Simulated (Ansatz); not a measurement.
We consider C (within 0.1 Å of R-3m, No. 166, 2 atoms in the cell; start mp-169; another form than the element's usual one), described by r²SCAN+rVV10 (plane waves, PAW; Ansatz, a program for electronic structure).

Run with plane-wave cutoff 560 eV, 16×16×10 k mesh (along the axes of the cell as run), Fermi–Dirac smearing 0.01 eV, scalar-relativistic PAW data made under PBE.

Computed at the level's own relaxed cell.

```xyz
2
Lattice="2.1262 -1.2275 -0.0119 2.1262 1.2275 -0.0119 -1.3979 0.0000 3.3577" Properties=species:S:1:pos:R:3 pbc="T T T"
C      3.5436     0.0000    -0.0197
C     -0.6892     0.0000     3.3536
```

**Question.** List the 5 lowest band energies at Γ above −25 eV (eV, relative to the valence band maximum), grouping those that round alike.

**Answer.** At Γ: -20.97, -7.00, -3.17 (×2), 4.34.

A start named mp-… is a Materials Project structure, which need not be a measured phase.
